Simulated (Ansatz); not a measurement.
## What each level gives and costs: CO2 (P4_2/mnm, 6 atoms in the cell)

```yaml
crystal:
  lattice:
    - [4.19043, 0.00000, 0.00000]
    - [0.00000, 4.19043, 0.00000]
    - [0.00000, 0.00000, 4.64699]
  atoms:
    - { symbol: C, position: [0.50000, 0.50000, 0.50000] }
    - { symbol: C, position: [0.00000, 0.00000, 0.00000] }
    - { symbol: O, position: [0.30483, 0.69517, 0.50000] }
    - { symbol: O, position: [0.69517, 0.30483, 0.50000] }
    - { symbol: O, position: [0.80483, 0.80483, 0.00000] }
    - { symbol: O, position: [0.19517, 0.19517, 0.00000] }
```

Program: Ansatz (a first-principles code), default PAW files made with PBE; each row names its functional.

Base settings: basis.ecutwfc = 420 eV; kpoints.mp_grid.grid = 5 5 5; hamiltonian.xc = hse06; hamiltonian.pseudopotentials = {kind: paw} (the program's default PAW files); scf.occupations.method = fixed.

Differences are taken from HSE06, a reference of convenience: it is no measurement, and no ranking of the functionals follows.

Core times come from one kind of shared machine and are given to one figure; runs under 30 s give none.

The starting cell comes from a database of computed structures (which also holds hypothetical and non-ambient phases and stackings), without a prior relaxation at this level. Its lattice was rescaled by a random factor within 2.5 % of one. Ansatz's pressure includes its estimate of the finite-basis (Pulay) stress. Another mesh or the band path of this cell gives a smaller gap, so this value is not converged in the mesh.

| level | gap on the mesh less reference (eV) | pressure less reference (GPa) | largest difference in the force on any atom (eV/Å) | core time / reference (rough) |
|---|---|---|---|---|
| PBEsol | -1.820 | 3.28 | 1.337 | – |
| PBE0 | 0.783 | -0.05 | 0.017 | 1.0 |
| HSE06 | 0.000 | 0.00 | 0.000 | 1 |

Keys are those of Ansatz 0.2.
